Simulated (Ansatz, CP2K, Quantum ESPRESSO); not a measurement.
**Br (Cmce, 4 atoms in the cell) computed with different codes at matched settings**

Zone-centre phonon calculation.

```
CELL_PARAMETERS angstrom
      2.24022    -3.33533     0.00000
      2.24022     3.33533     0.00000
      0.00000     0.00000     8.72087
ATOMIC_POSITIONS crystal
  Br 0.86100 0.86100 0.88900
  Br 0.63900 0.63900 0.38900
  Br 0.36100 0.36100 0.61100
  Br 0.13900 0.13900 0.11100
```

Shared settings, as Ansatz (a first-principles code) writes them: kpoints.mp_grid.grid = 5 5 2; scf.occupations.method = fermi_dirac; scf.occupations.width = 0.0007 Ry. Potentials and cutoffs stand in the table.

```tsv
code	model	highest zone-centre frequency (cm⁻¹)	cutoff
CP2K	PBE, GPW, DZVP-MOLOPT-SR-GTH basis, GTH-PBE potentials (GTH_POTENTIALS)	321	grid 400 Ry
Quantum ESPRESSO	PBE, PseudoDojo standard norm-conserving (PBE) pseudopotentials	303	50 Ry
Ansatz	PBE, PAW files	304	default
```

The spread over the programs that give each value: highest zone-centre frequency within 18.0 cm⁻¹.

CP2K uses small atom-centred bases, whose incompleteness enters pressures, forces and empty levels differently from a plane-wave cutoff.

The starting cell has typed, rounded lattice constants, without a prior relaxation at this level. Its lattice was rescaled by a random factor within 2.5 % of one.

Keys are those of Ansatz 0.2.
